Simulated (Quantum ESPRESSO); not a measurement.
Quantum ESPRESSO run on Sn2P2O7 (P-1, 22 atoms in the cell): self-consistent single point.

Method: PBEsol, GBRV 1.5 ultrasoft (PBESOL) pseudopotentials (plane waves; Quantum ESPRESSO 7.5).

```xyz
22
Lattice="7.2672 0.0000 0.0000 3.4119 6.5960 0.0000 1.1919 0.5977 7.3101" Properties=species:S:1:pos:R:3 pbc="T T T"
Sn     1.6979     1.6856     1.2553
Sn    10.1731     5.5081     6.0548
Sn     4.6682     4.2866     2.3948
Sn     7.2028     2.9071     4.9152
P      3.2306     2.0576     4.8551
P      8.6404     5.1361     2.4549
P      5.4518     1.2370     1.0605
P      6.4192     5.9567     6.2496
O      2.0521     1.8235     3.8526
O      9.8188     5.3702     3.4574
O      2.6788     2.8954     6.0857
O      9.1922     4.2983     1.2244
O      3.7633     0.6053     5.4414
O      8.1077     6.5885     1.8687
O      4.3636     2.3699     1.0346
O      7.5074     4.8238     6.2755
O      4.5074     2.6830     4.2178
O      7.3636     4.5108     3.0922
O      4.9030     5.8922     0.3728
O      6.9680     1.3016     6.9372
O      5.1581     5.5192     5.4407
O      6.7129     1.6745     1.8693
```

Reference input (self-consistent single point, DFT, PBEsol, plane waves, GBRV 1.5 ultrasoft (PBESOL) pseudopotentials): ecutwfc = 40 Ry; ecutrho = 200 Ry; occupations = smearing; smearing = fd; degauss = 0.000734986 Ry; potentials = {Sn: sn_pbesol_v1.4.uspp.F.UPF, P: p_pbesol_v1.5.uspp.F.UPF, O: o_pbesol_v1.2.uspp.F.UPF}; K_POINTS = automatic 3 3 2 0 0 0; conv_thr = 1e-09 Ry; mixing_beta = 0.4. This run's input differs from it in these lines:

```diff
@@ -51,3 +51,3 @@
 K_POINTS {automatic}
-3 3 2  0 0 0
+3 3 3  0 0 0
 CELL_PARAMETERS {alat}
```

Output (repeated stretches shortened):

```
     Self-consistent Calculation

     iteration #  1     ecut=    40.00 Ry     beta= 0.40

     total energy              =   -1148.76438063 Ry
     estimated scf accuracy    <       3.81181875 Ry

     iteration #  2     ecut=    40.00 Ry     beta= 0.40

     total energy              =   -1149.69850720 Ry
     estimated scf accuracy    <       0.37714906 Ry

     iteration #  3     ecut=    40.00 Ry     beta= 0.40

     total energy              =   -1149.72327964 Ry
     estimated scf accuracy    <       0.06655724 Ry

   [... 9 blocks of this kind left out ...]

     iteration # 13     ecut=    40.00 Ry     beta= 0.40

     total energy              =   -1149.73260936 Ry
     estimated scf accuracy    <          8.1E-09 Ry

     iteration # 14     ecut=    40.00 Ry     beta= 0.40
     End of self-consistent calculation

     the Fermi energy is     5.3522 ev

!    total energy              =   -1149.73260936 Ry
     estimated scf accuracy    <          1.3E-10 Ry
     smearing contrib. (-TS)   =       0.00000000 Ry
     internal energy E=F+TS    =   -1149.73260936 Ry

     convergence has been achieved in  14 iterations

     Forces acting on atoms (cartesian axes, Ry/au):

     atom    1 type  1   force =    -0.00926179    0.00276763   -0.00415023
     atom    2 type  1   force =     0.00926179   -0.00276763    0.00415023
     atom    3 type  1   force =    -0.00858393   -0.01202496   -0.00007653
     atom    4 type  1   force =     0.00858393    0.01202496    0.00007653
     atom    5 type  2   force =    -0.00719545    0.01032157   -0.00471781
   [... lines left out ...]

     Total force =     0.147150     Total SCF correction =     0.000035

          total   stress  (Ry/bohr**3)                   (kbar)     P=      -85.20
  -0.00059765  -0.00000327   0.00000251          -87.92       -0.48        0.37
  -0.00000327  -0.00055654  -0.00003521           -0.48      -81.87       -5.18
   0.00000251  -0.00003521  -0.00058333            0.37       -5.18      -85.81

   JOB DONE.
```

The run converged in 14 iterations. Against the reference run the free energy is nearly the same (within 1 meV/atom), the pressure stays at -8.52 GPa, the largest force hardly changes (1.096 to 1.087 eV/Å) and the gap on the mesh goes from 2.936 to 3.016 eV.

The starting cell comes from a database of computed structures (which also holds hypothetical and non-ambient phases and stackings), without a prior relaxation at this level. Its lattice was rescaled by a random factor within 2.5 % of one. With a pressure of about -9 GPa the cell is away from its equilibrium volume at this level. Forces in this geometry exceed 1 eV/Å. Another mesh or the band path of this cell gives a smaller gap, so this value is not converged in the mesh.

Cost on one core of a shared machine: roughly 10 min.
